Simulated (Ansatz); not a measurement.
Results of r²SCAN0 (Ansatz, a program for electronic structure, PAW) for AlB2-type HfB2.

Input file:

Ansatz 0.2 input:
```yaml
crystal:
  lattice:
    - [1.5653198281, -2.7112134724, 0.0]
    - [1.5653198281, 2.7112134724, 0.0]
    - [0.0, 0.0, 3.4737796301]
  atoms:
    - { symbol: Hf, position: [0.0, 0.0, 0.0] }
    - { symbol: B, position: [0.3333333333, 0.6666666667, 0.5] }
    - { symbol: B, position: [0.6666666667, 0.3333333333, 0.5] }
basis:
  ecutwfc: 520
  ecutrho_ratio: 4
  xc_grid: 3
kpoints:
  mp_grid: { grid: [12, 12, 8] }
hamiltonian:
  xc: r2scan0
  dispersion: none
  pseudopotentials: { kind: paw }
scf:
  occupations: { method: fermi_dirac, width: 0.05 }
  convergence: { dr2_threshold: 0.0000000003 }
output:
  forces: true
  stress: true
  eigenvalues: true
```

Output (set-up and result lines):

```
WARN output.stress: scf.exx.energy_threshold = 1e-6 eV is looser than the 3e-8 eV advised for a stress under a hybrid functional (1e-8 eV for each atom of the …
Crystal: 3 atoms, lattice volume = 29.485 Å³
Basis set: ecut = 520 eV, 787 PW (Γ), exchange–correlation on 72×72×81 points (27 copies of the dense FFT grid, shifted against one another)
Bands: 20, of which v1, the nominal top of the filled ones, is band 16 counted from 1 (15 counted from 0)
Symmetry: 24 space group operations
Space group: P6/mmm (ITA 191), of the structure as read, at distance tolerance 3.1e-5 Å
k-points: 95 of 1152
Functional: x = r2scan, c = r2scan; τ floored in thin density (d = 2e-4 eV/Å³), warm-up for x = 0.75 r2scan + 0.25 exact, c = r2scan; τ floored in thin density (d = 2e-4 eV/Å³)
SCF iter   1: F=—  HF=-16049.334962 eV  |F-HF|=—  |Δ(HF+E_count)|=         —  Δρ=8.80e-3  dr2=2.48e-2  dr2_τ=2.62e-1
SCF iter   2: F=—  HF=-16049.389015 eV  |F-HF|=—  |Δ(HF+E_count)|=   5.41e-2  Δρ=3.88e-3  dr2=2.75e-3  dr2_τ=1.09e-3
  ...
SCF 1 converged in 9 iterations: F = -16049.388054 eV  dr2 = 9.24e-11
Crystal: 3 atoms, lattice volume = 29.485 Å³
Initial density: handed on by an earlier stage of this run
Functional: x = 0.75 r2scan + 0.25 exact, c = r2scan; τ floored in thin density (d = 2e-4 eV/Å³)
SCF 2 converged in 8 iterations: F = -16045.050213 eV  dr2 = 8.03e-12
Crystal: 3 atoms, lattice volume = 29.485 Å³
Crystal: 3 atoms, lattice volume = 29.485 Å³
SCF iter   8: F=—  HF=-16045.059073 eV  |F-HF|=—  |Δ(HF+E_count)|=  3.53e-10  Δρ=9.32e-7  dr2=3.62e-10  dr2_τ=2.03e-11
SCF iter   9: F=-16045.059073 eV  HF=-16045.059073 eV  |F-HF|=1.33e-10  |Δ(HF+E_count)|=  6.18e-11  Δρ=4.95e-7  dr2=1.53e-10  dr2_τ=1.47e-11
SCF 4 converged in 9 iterations: F = -16045.059073 eV  dr2 = 1.53e-10
Free energy (F): -16045.059072 eV
Internal energy: -16045.058334 eV  (E = F + TS)
E sigma→0 (E₀):  -16045.058703 eV
Fermi energy:    20.779741 eV
--- Forces (eV/Å), atoms counted from 1 ---
  atom   1  Hf    -0.00000000     0.00000000     0.00000000
  atom   2  B      0.00000000    -0.00000000    -0.00000000
  atom   3  B     -0.00000000     0.00000000     0.00000000
--- Stress (GPa, compression-positive) ---
       -0.000229       0.000000      -0.000000
       -0.000000      -0.000229       0.000000
       -0.000000       0.000000       0.001804
  P = ⅓ Tr σ = 0.0004 GPa (0.004 kbar)
```

The PAW data were made under PBE.

Note: the run warned that the count of filled bands differs between k points.
